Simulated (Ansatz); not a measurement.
# Computed paths: I vacancy in zinc-blende CuI, charge state +1

Consider I vacancy in zinc-blende CuI, charge state +1. These are PBE, PAW (plane waves to 420 eV; Ansatz, a quantum-chemistry and plane-wave program) values and carry that method's errors.

64-site cell at the relaxed PBE lattice, one k-point at (0.250, 0.250, 0.250), smearing 0.01 eV, spin-restricted, no finite-size correction. Static, classical nuclei. Spin-orbit coupling is left out. The charge state is imposed; whether it is stable for some Fermi level was not computed. Forms of the defect that were not tried may lie lower.

Barriers: single points on a 2×2×2 k-point mesh shifted by half a step at the bands' geometries.

```tsv
Route	Start site over the lowest site run (eV)	Hop (Å)	Forward barrier (eV)	Backward barrier (eV)	Neighbours at the start	Neighbours at the saddle	Saddle order	Forward, on the band's own sampling (eV)
one I atom jumps into the vacancy from a nearby I site	0.00	4.38	1.04	1.04	Cu at 2.54, Cu at 2.63, 2 Cu at 2.64 Å	Cu at 2.49, Cu at 2.64, Cu at 3.09 Å	not checked	1.02
```

Paths come from climbing-image nudged elastic band runs.  

The whole set of runs took about 10 core-hours (a rough figure).
